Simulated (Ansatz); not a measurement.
The starting structures come from a database of crystals and need not be the phases stable at ambient conditions.

By PBEsol, the system below comes out a metal.

Without scattering a metal conducts by its projected Fermi surface.

```xyz
3
Lattice="2.9376 0.0000 0.0000 0.0000 5.3850 0.0000 0.0000 0.0000 2.8800" Properties=species:S:1:pos:R:3 pbc="T T T"
Si     1.4688     1.5051     1.4400
Si     1.4688     3.8800     1.4400
Ru     0.0000     0.0000     0.0000
```

Space group of this cell: Pmmm. The cell is strained (lengths across the current scaled by 1.02, ions clamped); by PBEsol its mean pressure is -12.0 GPa.

The current flows along the normal of the first two printed cell vectors. No spin-orbit coupling; the value is a mean over 0.1 eV about the Fermi level.

Problem. State the ballistic conductance per area according to PBEsol (Ansatz, a program for electronic structure).

Solution. 0.33 × 10¹⁵ S/m² for both spins.
